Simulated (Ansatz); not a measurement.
# A computed series for Si: response to strain

Base system: Si in the diamond structure (space group Fd-3m, No. 227; a = 5.444 Å). Axes: x, y, z lie along the cube axes.

Strains are applied to the cell and any free atomic positions relax; under biaxial strain the out-of-plane vector relaxes too.

Computed with DFT with r2SCAN, PAW potentials and a 500 eV plane-wave cutoff in Ansatz (an electronic-structure program), without spin-orbit coupling.

Notes on the quantities. energy relative to the base: free energy F; in-plane stress: mean in-plane stress (compression positive).

| change | hole mass | energy relative to the base | in-plane stress | out-of-plane strain |
|---|---|---|---|---|
| base | – | 0 meV/atom | – | – |
| biaxial strain +0.50 %, plane normal [001], relaxed out of plane | 0.17 mₑ out of plane, 0.25 mₑ in plane (at Γ) | ___ | -0.9 GPa | -0.37 % |
| biaxial strain +1.00 %, plane normal [001], relaxed out of plane | 0.17 mₑ out of plane, 0.24 mₑ in plane (at Γ) | +2.3 meV/atom | -1.8 GPa | -0.73 % |
| biaxial strain +1.50 %, plane normal [001], relaxed out of plane | 0.17 mₑ out of plane, 0.24 mₑ in plane (at Γ) | +5.1 meV/atom | -2.6 GPa | -1.11 % |
| biaxial strain +2.00 %, plane normal [001], relaxed out of plane | 0.16 mₑ out of plane, 0.23 mₑ in plane (at Γ) | +8.9 meV/atom | -3.5 GPa | -1.48 % |
| biaxial strain +2.50 %, plane normal [001], relaxed out of plane | 0.16 mₑ out of plane, 0.23 mₑ in plane (at Γ) | +14 meV/atom | -4.3 GPa | -1.85 % |
| biaxial strain +3.00 %, plane normal [001], relaxed out of plane | 0.16 mₑ out of plane, 0.23 mₑ in plane (at Γ) | +20 meV/atom | ___ | -2.22 % |

### Question
Complete the table.

### Answer

- biaxial strain +0.50 %, plane normal [001], relaxed out of plane, energy relative to the base: +0.6 meV/atom
- biaxial strain +3.00 %, plane normal [001], relaxed out of plane, in-plane stress: -5.0 GPa

The levels and masses belong to the bands next to the band gap. Effective masses come from finite differences of ±0.01 Å⁻¹. Stability against distortions was not tested.
